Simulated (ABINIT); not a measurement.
Input and output of a self-consistent single point for K (Im-3m, 1 atom in the cell) (ABINIT).

Method of the run: PBEsol, norm-conserving pseudopotentials (PseudoDojo nc-sr-04 PBEsol standard) (plane waves; ABINIT 10.0.3).

```
CELL_PARAMETERS angstrom
     -2.69756     2.69756     2.69756
      2.69756    -2.69756     2.69756
      2.69756     2.69756    -2.69756
ATOMIC_POSITIONS crystal
  K  0.00000 0.00000 0.00000
```

Reference input (self-consistent single point, DFT, PBEsol, plane waves, norm-conserving pseudopotentials (PseudoDojo nc-sr-04 PBEsol standard)): pseudos = [K.upf]; ecut = 37 Ha; ixc = -116133; occopt = 6; tsmear = 0.00999582 Ha; ngkpt = 6 6 6; nshiftk = 1; shiftk = 0 0 0; potentials = PseudoDojo nc-sr-04 PBEsol standard; nband = 10; kptopt = 1; nstep = 60. This run's input differs from it in these lines:

```diff
@@ -19,3 +19,3 @@
 kptopt 1
-ngkpt 6 6 6
+ngkpt 7 7 7
 nshiftk 1
```

Log, with long lists cut:

```
--- !BeginCycle
solver: {iscf: 7, nstep: 60, nline: 4, wfoptalg: 0, }
tolerances: {tolvrs: 1.00E-10, }
...

     iter   Etot(hartree)      deltaE(h)  residm     vres2
 ETOT  1  -29.989694074713    -2.999E+01 5.515E-02 1.013E+00
 ETOT  2  -29.996586623024    -6.893E-03 7.074E-03 2.887E-01
 ETOT  3  -29.996618852756    -3.223E-05 9.687E-04 6.374E-03
 ETOT  4  -29.996620048253    -1.195E-06 4.200E-04 4.072E-05
 ETOT  5  -29.996620055061    -6.809E-09 9.556E-05 1.664E-06
 ETOT  6  -29.996620055101    -3.950E-11 2.805E-04 5.598E-08
 ETOT  7  -29.996620055106    -5.361E-12 1.546E-04 2.258E-09
 ETOT  8  -29.996620055108    -1.510E-12 5.039E-04 5.542E-10
 ETOT  9  -29.996620055107     7.923E-13 2.557E-04 6.245E-12
 At SCF step    9       vres2   =  6.25E-12 < tolvrs=  1.00E-10 =>converged.

 Cartesian components of stress tensor (hartree/bohr^3)
  sigma(1 1)=  1.09415600E-05  sigma(3 2)=  0.00000000E+00
  sigma(2 2)=  1.09415600E-05  sigma(3 1)=  0.00000000E+00
  sigma(3 3)=  1.09415600E-05  sigma(2 1)=  0.00000000E+00

 ----iterations are completed or convergence reached----

 reduced coordinates (array xred) for    1 atoms
       0.000000000000      0.000000000000      0.000000000000
 cartesian forces (eV/Angstrom) at end:
    1     -0.00000000000000    -0.00000000000000    -0.00000000000000
 frms,max,avg= 0.0000000E+00 0.0000000E+00   0.000E+00  0.000E+00  0.000E+00 e/A
 length scales=  8.829388153260  8.829388153260  8.829388153260 bohr
              =  4.672310976500  4.672310976500  4.672310976500 angstroms
   [... lines left out ...]
 Fermi (or HOMO) energy (eV) =   1.07377   Average Vxc (eV)=  -5.57781
   [... lines left out ...]
total_energy        : -2.99966200551068E+01
total_energy_eV     : -8.16249542822086E+02
band_energy         : -5.46514827388121E+00
...

-Cartesian components of stress tensor (GPa)         [Pressure= -3.2191E-01 GPa]
- sigma(1 1)=  3.21911756E-01  sigma(3 2)=  0.00000000E+00
- sigma(2 2)=  3.21911756E-01  sigma(3 1)=  0.00000000E+00
- sigma(3 3)=  3.21911756E-01  sigma(2 1)=  0.00000000E+00

 Calculation completed.
```

The run converged in 9 iterations. Against the reference run the free energy falls by 13.0 meV/atom and the pressure hardly changes (-0.29 to -0.32 GPa).

The starting cell comes from a database of computed structures (which also holds hypothetical and non-ambient phases and stackings), without a prior relaxation at this level.
